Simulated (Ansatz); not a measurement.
The reference is TiO2 in the anatase structure (space group I4_1/amd, No. 141; a = 3.7697 Å, c = 9.5521 Å).

Method: PBEsol (Ansatz, a first-principles code, PAW, spin-orbit coupling left out).

Base values:

```
Item                                          Value
-------------------  ------------------------------
Gap character        indirect, Γ–X (87 % along) → Γ
Smallest direct gap                         2.44 eV
```

Now apply this change: cell and atoms relaxed at a pressure of 3 GPa.

**Question.** How does this affect the gap character, mean gap deformation potential ΔEg/Δln V and smallest direct gap?

**Answer.** The gap character is still indirect, Γ–X (87 % along) → Γ; the mean gap deformation potential ΔEg/Δln V amounts to +1.5 eV; the smallest direct gap grows by 0.01 eV (2.44 eV → 2.45 eV).

Load acts through the strain it causes; cell and atoms are relaxed under it. Stability against distortions was not tested. The base started in C2/c and relaxed to I4_1/amd at this level. The final runs are not spin-polarised.
